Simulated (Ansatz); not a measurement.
The parent structure is BAs in the zinc blende structure (space group F-43m, No. 216; a = 4.7839 Å). Axes: x, y, z lie along the cube axes.

All numbers come from plane-wave PAW DFT at the r2SCAN level (Ansatz, a first-principles code, 500 eV), no SOC.

Strains are applied to the cell and any free atomic positions relax.

One change was made to it. Results:

The smallest direct gap shrinks by 0.10 eV, from 3.44 eV to 3.34 eV; the band gap shrinks by 0.10 eV to 1.28 eV; the pressure (mean of the normal stresses, compression positive) goes from zero to -2.03 GPa; the shortest interatomic distance increases by 0.0104 Å to 2.082 Å.

Question: Which change produced these results?
A) uniaxial strain ε_zz = +3.00 %
B) uniaxial strain ε_zz = +1.50 %
C) uniaxial strain ε_zz = +2.00 %
D) uniaxial strain ε_zz = +1.00 %
E) uniaxial strain ε_zz = +2.50 %

Answer: B, uniaxial strain ε_zz = +1.50 %. For comparison, the pressure in the other runs: uniaxial strain ε_zz = +2.50 % gives -3.31 GPa; uniaxial strain ε_zz = +3.00 % gives -3.92 GPa; uniaxial strain ε_zz = +1.00 % gives -1.37 GPa; uniaxial strain ε_zz = +2.00 % gives -2.68 GPa.

No phonon test of stability was made.
